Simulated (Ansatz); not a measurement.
Slab thickness and the (111) surface of fcc Ni, ferromagnetic: the same face, mesh and vacuum, all atoms relaxed in the 1x1 cell under the symmetry of the ideal cut; the real face may buckle or reconstruct.

All values below come from PBE (plane waves to 420 eV, PAW; Ansatz, a program for electronic structure).

```json
[
 {"atoms": "2", "thickness (Å)": "2.0", "γ (J/m²)": "___", "work function, top face (eV)": "5.05", "rough cost": "around 60 core-seconds (rough)"},
 {"atoms": "3", "thickness (Å)": "4.0", "γ (J/m²)": "1.94", "work function, top face (eV)": "5.05", "rough cost": "about 90 core-seconds (a rough figure)"},
 {"atoms": "4", "thickness (Å)": "6.0", "γ (J/m²)": "1.94", "work function, top face (eV)": "5.07", "rough cost": "around 2.0 core-minutes (rough)"},
 {"atoms": "5", "thickness (Å)": "8.1", "γ (J/m²)": "1.94", "work function, top face (eV)": "5.06", "rough cost": "about 2.7 core-minutes (a rough figure)"},
 {"atoms": "6", "thickness (Å)": "10.1", "γ (J/m²)": "1.95", "work function, top face (eV)": "5.06", "rough cost": "around 4 core-minutes (rough)"},
 {"atoms": "7", "thickness (Å)": "12.1", "γ (J/m²)": "1.95", "work function, top face (eV)": "5.06", "rough cost": "roughly 2.8 core-minutes"},
 {"atoms": "8", "thickness (Å)": "14.2", "γ (J/m²)": "1.95", "work function, top face (eV)": "5.06", "rough cost": "around 4 core-minutes (rough)"},
 {"atoms": "10", "thickness (Å)": "18.2", "γ (J/m²)": "1.95", "work function, top face (eV)": "5.06", "rough cost": "very roughly 6 core-minutes"},
 {"atoms": "12", "thickness (Å)": "22.3", "γ (J/m²)": "1.95", "work function, top face (eV)": "5.06", "rough cost": "about 13 core-minutes (a rough figure)"},
 {"atoms": "16", "thickness (Å)": "30.4", "γ (J/m²)": "1.95", "work function, top face (eV)": "5.06", "rough cost": "about 15 core-minutes (a rough figure)"}
]
```

Task: What belongs in the gaps?

Result: 
- 2, γ (J/m²): 1.92
